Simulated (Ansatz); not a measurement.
Structure of amorphous Ti20O42Sn (periodic cell):

```
CELL_PARAMETERS angstrom
      9.21253    -0.00599    -0.08023
     -0.00599     9.27391     0.28455
     -0.08023     0.28455     9.16370
ATOMIC_POSITIONS crystal
  Ti 0.26216 0.16333 0.25315
  Ti 0.04692 0.44937 0.23639
  Ti 0.38727 0.84772 0.14646
  Ti 0.91619 0.88392 0.68786
  Ti 0.94418 0.69511 0.02327
  Ti 0.74476 0.60556 0.26541
  Ti 0.14634 0.01733 0.91249
  Ti 0.22570 0.54500 0.56075
  Ti 0.85774 0.51520 0.72917
  Ti 0.73878 0.29494 0.44729
  Ti 0.69151 0.28571 0.89027
  Ti 0.32580 0.34630 0.92227
  Ti 0.04478 0.86473 0.31227
  Ti 0.04368 0.24158 0.67393
  Ti 0.56847 0.70469 0.53779
  Ti 0.41785 0.47362 0.28530
  Ti 0.28243 0.93393 0.58012
  Ti 0.58034 0.93638 0.79826
  Ti 0.41375 0.24165 0.60352
  Ti 0.54014 0.63459 0.93818
  O  0.38325 0.25825 0.40044
  O  0.20951 0.14642 0.60785
  O  0.87079 0.43424 0.31981
  O  0.45996 0.63503 0.16472
  O  0.03483 0.86364 0.99726
  O  0.74836 0.55424 0.57715
  O  0.73053 0.92453 0.65973
  O  0.67996 0.74446 0.37176
  O  0.47068 0.83356 0.95896
  O  0.27036 0.03836 0.08736
  O  0.61206 0.28243 0.60596
  O  0.43565 0.57020 0.48032
  O  0.92104 0.23236 0.52451
  O  0.20787 0.00571 0.38165
  O  0.98151 0.05173 0.77000
  O  0.57117 0.72704 0.75062
  O  0.21604 0.78962 0.23133
  O  0.37623 0.54281 0.90699
  O  0.73951 0.26024 0.07765
  O  0.91188 0.97836 0.21779
  O  0.23003 0.91232 0.78566
  O  0.95056 0.68227 0.24614
  O  0.21750 0.72970 0.58727
  O  0.69599 0.14162 0.35941
  O  0.52327 0.96344 0.21597
  O  0.09303 0.25539 0.23490
  O  0.34768 0.34773 0.13455
  O  0.48332 0.24984 0.88036
  O  0.98324 0.86246 0.50752
  O  0.04422 0.52362 0.04276
  O  0.04847 0.46729 0.64439
  O  0.90777 0.69913 0.80496
  O  0.61501 0.44046 0.31412
  O  0.20210 0.50106 0.35818
  O  0.73739 0.67257 0.06690
  O  0.45110 0.04560 0.68453
  O  0.86757 0.31336 0.79259
  O  0.16291 0.23209 0.88332
  O  0.67952 0.48646 0.87121
  O  0.44766 0.85843 0.50449
  O  0.32081 0.39586 0.68359
  O  0.68820 0.03194 0.93280
  Sn 0.71462 0.05641 0.16409
```

Methods: PBE, scalar-relativistic without spin-orbit coupling (Ansatz, a program for electronic structure); r2SCAN, scalar-relativistic without spin-orbit coupling (Ansatz); HSE06, scalar-relativistic without spin-orbit coupling (Ansatz). Neutral PBE cell, which sets geometry, pressure and energy: sampling: a 2×2×2 Γ-centred mesh; Fermi-Dirac width 0.02 eV; no spin polarisation. Exact exchange is cut at the faces of this 9 Å cell, which leaves hybrid gaps a finite-size error.

The cell was made by melting and quenching with the CHGNet potential and then relaxed with DFT. O atoms were pushed apart under 1.9 Å during the dynamics, to hinder bonds among them. The hot cell started wider than the set density and was brought back towards it in steps. It is the lowest in DFT energy of 2 quenches. It is a model cell: composition and starting density were chosen by hand, and all elements were melted together. No dispersion term was used. Its density started from a set value of 3.73 and ended at 3.71 g/cm³. The simulated quench (nominally 360 K/ps over its main leg) is rapid and tends to freeze in more defects than a deposited or slowly cooled glass has. A cell of this size samples the disorder only roughly. Volume and shape were free in the relaxation.

Question: Give the pressure, the energy against reference phases and the spacing of the highest filled and lowest empty levels.

Answer: 
```json
{
 "Pressure on a 2×2×2 Γ-centred mesh": "0.04 GPa",
 "Largest force and stress component on that mesh (the relaxation ran on the zone centre alone)": "0.09 eV/Å and 0.1 GPa",
 "Energy relative to anatase TiO2 + rutile SnO2 (lowest mix at this level among the phases computed, not always the ambient ones)": "0.164 eV/atom",
 "Level gap on a 2×2×2 Γ-centred mesh (PBE)": "2.29 eV",
 "Level gap at the zone centre (PBE)": "2.39 eV",
 "Level gap at the zone centre (r2SCAN)": "2.74 eV",
 "Level gap at the zone centre (HSE06)": "3.91 eV",
 "Distance between the nearest levels spread over more than a fifth of the atoms or a third of the atoms of their main element (six at least) (PBE, zone centre)": "2.70 eV"
}
```

Question: At PBE and the zone centre, how localised are the states just below and above the Fermi level (participation number: the atoms over which a state spreads)?

Answer: The highest filled state is spread over 6.4 atoms' worth, largest on O22, with weights by element (charge in smoothed Voronoi cells) O 0.92, Ti 0.08, Sn 0.00. The lowest empty state is spread over 20.7 atoms' worth, largest on Ti18, with weights by element (charge in smoothed Voronoi cells) Ti 0.69, O 0.23, Sn 0.08.

At PBE the levels at the filled edge of the gap are localised (band-tail or defect states), and the nearest spread-out levels lie 2.7 eV apart at the zone centre.

Bonds are counted up to Ti-Ti 3.12 Å, Ti-O 2.46 Å, Ti-Sn 3.09 Å, O-O 1.58 Å, O-Sn 2.46 Å, Sn-Sn 3.06 Å. Two cations that share two anions don't count as bonded, nor two that share one unless they lie closer than Ti-Ti 3.04 Å, Ti-Sn 3.01 Å, Sn-Sn 2.97 Å.

Added carriers, by Ansatz with PBE, scalar-relativistic without spin-orbit coupling on the zone centre alone. Charged cells keep the cell fixed and stand in a uniform background, with no image correction, at a width of 0.01 eV; where the count is odd the moment is locked at 1 μB, unless the neutral cell bore moments. Each starts from the undistorted neutral geometry alone. PBE's self-interaction favours spread-out carriers, so it can miss traps that a hybrid finds.

Question: What happens at PBE when the cell takes an extra electron and the atoms relax?

Answer: Relaxation lowers the charged cell by 0.45 eV. The largest moves are O62 0.54 Å, O45 0.36 Å, O40 0.32 Å, Sn63 0.30 Å. The level that holds the added charge spreads over 6.2 atoms' worth, most on Sn63 (weight 0.35): a partly localised carrier. Bonds broken: O62-Sn63. Made neutral again at that geometry, the cell lies +1.06 eV from the neutral start.

Question: What happens at PBE when the cell takes a hole and the atoms relax?

Answer: Relaxation lowers the charged cell by 0.43 eV. The largest moves are O37 0.25 Å, O22 0.17 Å, O25 0.11 Å, Ti13 0.10 Å. The level that was emptied spreads over 4.4 atoms' worth, most on O34 (weight 0.33): a localised (trapped) carrier, which neighbours of that atom can share. No bond crosses its cut-off with a change of over 0.15 Å (metal-metal contacts aside). Made neutral again at that geometry, the cell lies +0.73 eV from the neutral start.
